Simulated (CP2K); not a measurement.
Band structure of BiPt (P6_3/mmc, 4 atoms in the cell).

```
CELL_PARAMETERS angstrom
      4.39676     0.00000     0.00000
     -2.19838     3.80771     0.00000
      0.00000     0.00000     5.55247
ATOMIC_POSITIONS crystal
  Bi 0.33333 0.66667 0.25000
  Bi 0.66667 0.33333 0.75000
  Pt 0.00000 0.00000 0.50000
  Pt 0.00000 0.00000 0.00000
```

Level of theory: LDA (Pade form), GPW, DZVP-MOLOPT-SR-GTH basis, GTH-PADE potentials (GTH_POTENTIALS) (CP2K).

Settings: CUTOFF = 500 Ry; REL_CUTOFF = 50 Ry; SMEAR/METHOD = FERMI_DIRAC; ELECTRONIC_TEMPERATURE = 1160.45 K; KPOINTS/SCHEME = MONKHORST-PACK 7 7 5; XC_FUNCTIONAL = PADE; Bi/BASIS_SET = DZVP-MOLOPT-SR-GTH-q5; Bi/POTENTIAL = GTH-PADE-q5; Pt/BASIS_SET = DZVP-MOLOPT-SR-GTH-q18; Pt/POTENTIAL = GTH-PADE-q18; METHOD = GPW; EPS_DEFAULT = 1e-10; EXTRAPOLATION = USE_GUESS; NGRIDS = 5.

The starting cell comes from a database of computed structures (which also holds hypothetical and non-ambient phases and stackings), without a prior relaxation at this level. Its lattice was rescaled by a random factor within 2.5 % of one. Spin-orbit coupling is off. Spin polarisation is off. Values carry the incompleteness of an atom-centred basis.

Levels in eV from the Fermi level, bands 20 to 25:
```csv
point,20,21,22,23,24,25
Γ,-1.47,0.08,0.08,1.08,1.78,2.38
M,-2.40,-2.05,-1.58,-1.47,-1.34,2.18
K,-1.59,-1.53,-1.53,-0.21,-0.21,0.31
A,-2.88,-1.70,-1.70,2.29,2.29,2.29
L,-2.56,-2.47,-2.47,0.58,0.58,1.14
H,-2.73,-1.91,-1.91,-1.38,-1.38,4.26
```

Bands cross the Fermi level along this path, so the cell is metallic at this level.

Higher empty bands are left out: an atom-centred basis made for the valence describes them poorly.
